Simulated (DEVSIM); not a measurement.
System: TaN/SiO2/p-InP capacitor, at 250 K.

```csv
layer (left to right),material,thickness (nm),Na (cm⁻³)
1,SiO2,9.90,-
2,InP,1100,3.3e17
```

Metal gate on the left, work function 4.4 eV. Fixed charge at the semiconductor interface -5.9e10 cm⁻² (in units of +e); no interface traps.

This is a model device: material constants are rounded textbook-type values typed into the input, and sizes, dopings and lifetimes were drawn at random. Values at 300 K; Nc and Nv go as T^1.5, mobilities as T to minus their exponent, the gap by Varshni's rule with the affinity fixed.

```tsv
parameter	SiO2	InP
gap (eV)	9	1.344
affinity (eV)	0.9	4.38
permittivity	3.9	12.5
Nc (cm⁻³)	-	5.7e17
Nv (cm⁻³)	-	1.1e19
Varshni α (eV/K)	-	0.000363
Varshni β (K)	-	162
```

DEVSIM, 1D Poisson equation in equilibrium, Boltzmann statistics, complete ionisation; no quantum confinement or tunnelling. Metal contacts follow the ideal Schottky-Mott rule: no Fermi-level pinning, no interface dipoles.

The SiO2 thickness was swept, all else fixed.

| SiO2 thickness (μm) | flat-band voltage (V) | capacitance of the dielectric stack (μF/cm²) | minimum of the low-frequency capacitance (μF/cm²) |
|---|---|---|---|
| 0.004 | -1.26 | 0.863 | 0.139 |
| 0.0054 | -1.25 | 0.639 | 0.131 |
| 0.0069 | -1.25 | 0.500 | 0.123 |
| 0.0084 | -1.25 | 0.411 | 0.116 |
| 0.0099 | -1.24 | 0.349 | 0.110 |
| 0.012 | -1.24 | 0.288 | 0.103 |

From the first row to the last the flat-band voltage goes from -1.26 to -1.24. From the first row to the last the capacitance of the dielectric stack goes from 0.863 to 0.288.
